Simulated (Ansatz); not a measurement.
**How the lattice parameter c of NbRu (P4/mmm, No. 123, 2 atoms in the cell; start mp-432) moves with the method**

No measured value is used here.

| level (code) | value (Å) |
|---|---|
| LDA (Ansatz) | 3.360 |
| PBEsol (Ansatz) | 3.376 |
| r²SCAN (Ansatz) | 3.386 |

LDA, PBEsol, r²SCAN: the run has no spin polarisation, so it can have missed a magnetic state. LDA, PBEsol, r²SCAN: the relaxation could not lower the start's symmetry, so the cell can be a saddle point above a distorted one. Cutoffs differ between the levels. Ansatz's density-functional and Hartree–Fock values are scalar-relativistic unless marked +SOC, with PAW data made under PBE.

A start named mp-… is a Materials Project structure, which need not be a measured phase.

Ansatz is a program for electronic structure.
